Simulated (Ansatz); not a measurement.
The starting structures come from a database of crystals and need not be the phases stable at ambient conditions.

Inside the gap of an insulator the Bloch states are evanescent, with a wavenumber k + iκ along the transport direction.

Consider the following.

```yaml
crystal:
  lattice:
    - [5.01350, 0.00000, 0.00000]
    - [0.02293, 8.62555, 0.00000]
    - [0.00000, 0.00000, 4.58697]
  atoms:
    - { symbol: Ba, position: [0.75440, 0.33789, 0.24289] }
    - { symbol: Ba, position: [0.24560, 0.66211, 0.74289] }
    - { symbol: Ga, position: [0.25653, 0.14284, 0.82972] }
    - { symbol: Ga, position: [0.74347, 0.85716, 0.32972] }
    - { symbol: H, position: [0.25582, 0.15635, 0.17510] }
    - { symbol: H, position: [0.74418, 0.84365, 0.67510] }
    - { symbol: H, position: [0.01089, 0.24736, 0.72651] }
    - { symbol: H, position: [0.98911, 0.75264, 0.22651] }
    - { symbol: H, position: [0.52122, 0.22886, 0.72756] }
    - { symbol: H, position: [0.47878, 0.77114, 0.22756] }
    - { symbol: H, position: [0.23957, 0.97438, 0.70730] }
    - { symbol: H, position: [0.76043, 0.02562, 0.20730] }
    - { symbol: H, position: [0.25353, 0.48291, 0.23941] }
    - { symbol: H, position: [0.74647, 0.51709, 0.73941] }
```

The cell is taken as given.

Transport runs along the normal of the first two printed cell vectors.

The gap is the functional's own. No spin-orbit coupling. Mid-gap values are those at the computed energy nearest the middle.

Task: Give the band gap and the smallest decay constant κ at mid-gap that r2SCAN (Ansatz, an electronic-structure program) yields.

Result: Gap 3.64 eV on a 6×4×8 mesh; κ = 0.308 1/Å, at (0.500, 0.500) of the in-plane reciprocal vectors. At the zone centre the slowest state has κ = 0.40 1/Å.
